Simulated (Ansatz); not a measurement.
Bond-angle distributions (per cent of the angles at each element, bins of 10°) of a relaxed model of amorphous In24O39Y2 at 6.40 g/cm³. Method: PBE, scalar-relativistic without spin-orbit coupling (plane waves to 420 eV, PAW; Ansatz, a quantum-chemistry and plane-wave program).

Preparation: random packing, a CHGNet melt and quench, and a DFT relaxation. O atoms were pushed apart under 1.9 Å during the dynamics, to hinder bonds among them. The hot cell started wider than the set density and was brought back towards it in steps. It is the lowest in DFT energy of 2 quenches. It is a model cell: composition and starting density were chosen by hand, and all elements were melted together. No dispersion term was used. Its density started from a set value of 6.39 and ended at 6.40 g/cm³. Cooling (nominally 220 K/ps over its main leg) ran many orders faster than in experiment, which tends to leave more defects and strain. Values belong to this one cell and scatter from quench to quench. Volume and shape were free in the relaxation.

Bonds are counted up to In-In 3.12 Å, In-O 2.58 Å, In-Y 3.43 Å, O-O 1.58 Å, O-Y 2.82 Å, Y-Y 3.74 Å. Two cations that share two anions don't count as bonded, nor two that share one unless they lie closer than In-In 3.04 Å, In-Y 3.34 Å, Y-Y 3.64 Å.

| angle (°) | at In | at O |
|---|---|---|
| 50-60 | 0 | 0 |
| 60-70 | 0 | 0 |
| 70-80 | 18 | 0 |
| 80-90 | 21 | 4 |
| 90-100 | 14 | 24 |
| 100-110 | 12 | 20 |
| 110-120 | 10 | 22 |
| 120-130 | 6 | 22 |
| 130-140 | 3 | 5 |
| 140-150 | 4 | 2 |
| 150-160 | 4 | 1 |
| 160-170 | 4 | 0 |
| 170-180 | 1 | 0 |

They go with these counts of neighbours within the cut-offs, cation contacts included: In mean 5.2, most often 5; O mean 3.5, most often 3.
